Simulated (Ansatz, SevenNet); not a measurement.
For L1₂ (Cu3Au-type) Al₃Sc, the machine-learned potential SevenNet-l3i5 (trained on PBE and PBE+U data) gives:

```
Property                                Result
------------------------------  --------------
equilibrium lattice constant a         4.117 Å
elastic constant C11                   142 GPa
elastic constant C44                  30.2 GPa
Voigt–Reuss–Hill shear modulus        35.0 GPa
formation enthalpy              -0.481 eV/atom
```

Question: What does r²SCAN in Ansatz (PAW) give for the same quantities?

Answer: 
- lattice constant a: 4.086 Å (drops by 0.8 %)
- elastic constant C11: 198 GPa (rises by 39 %)
- elastic constant C44: 81.6 GPa (rises by 170 %)
- Voigt–Reuss–Hill shear modulus: 80.3 GPa (grows by 130 %)
- formation enthalpy: -0.491 eV/atom (moves by -0.010 eV/atom)

For comparison: lattice constant a 4.103 Å (measured, room temperature, not corrected to a static lattice; as tabulated in A Combined Experimental and First-Principles Based Assessment of …); formation enthalpy -0.451 ± 0.02 eV/atom (measured, 298 K, copied from a table, unchecked, not corrected to a static lattice; as tabulated in Wang et al. (2021), doi:10.1038/s41598-021-94550-5).

Changes are worked out from the printed values.

Unless a cell is named, each level is at its own relaxed cell (SevenNet-l3i5 17.44, r²SCAN 17.06 Å³/atom).

Ansatz's density-functional and Hartree–Fock values are scalar-relativistic unless marked +SOC, with PAW data made under PBE.

Ansatz is a program for electronic structure.
